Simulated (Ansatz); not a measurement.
**Al2O3: uniaxial strain ε_zz = +3.00 %**

Take Al$_{2}$O$_{3}$ in the corundum structure (space group R-3c, No. 167; a = 4.7292 Å, c = 12.8916 Å (hexagonal axes)) as the base. Axes: x lies along a and z along c of the hexagonal cell.

Modification: the cell is stretched by 3.00 % along z with no lateral relaxation, atoms relaxed at fixed cell.

Computed with Ansatz (an electronic-structure program), LDA, PAW, cutoff 420 eV, scalar-relativistic without spin-orbit coupling. Γ-centred 9×9×9 mesh, Fermi–Dirac width 0.05 eV.

```json
[
 {"quantity": "volume per atom", "base": "8.32 Å³", "changed": "8.57 Å³", "shift": "+0.25 Å³"},
 {"quantity": "space group", "base": "R-3c (No. 167)", "changed": "R-3c (No. 167)", "shift": "–"},
 {"quantity": "shortest interatomic distance", "base": "184.4 pm", "changed": "186.0 pm", "shift": "+1.53 pm"},
 {"quantity": "energy relative to the base (free energy F)", "base": "0 meV/atom", "changed": "+11 meV/atom", "shift": "+11 meV/atom"},
 {"quantity": "pressure (mean of the normal stresses, compression positive)", "base": "-0.01 GPa", "changed": "-6.93 GPa", "shift": "-6.926 GPa"},
 {"quantity": "band gap", "base": "6.43 eV", "changed": "6.03 eV", "shift": "-0.40 eV"},
 {"quantity": "gap character", "base": "direct at Γ", "changed": "direct at Γ", "shift": "–"},
 {"quantity": "electron mass", "base": "0.43 mₑ along c, 0.39 mₑ across (at Γ)", "changed": "0.39 mₑ (at Γ)", "shift": "–"},
 {"quantity": "largest internal atomic displacement", "base": "–", "changed": "0.011 Å", "shift": "–"},
 {"quantity": "stress (xx, yy, zz, yz, xz, xy; compression positive)", "base": "–", "changed": "(-3.34, -3.34, -14.12, 0.00, 0.00, 0.00) GPa", "shift": "–"}
]
```

Masses are band curvatures over ±0.01 Å⁻¹ around the edge. No phonon test of stability was made.
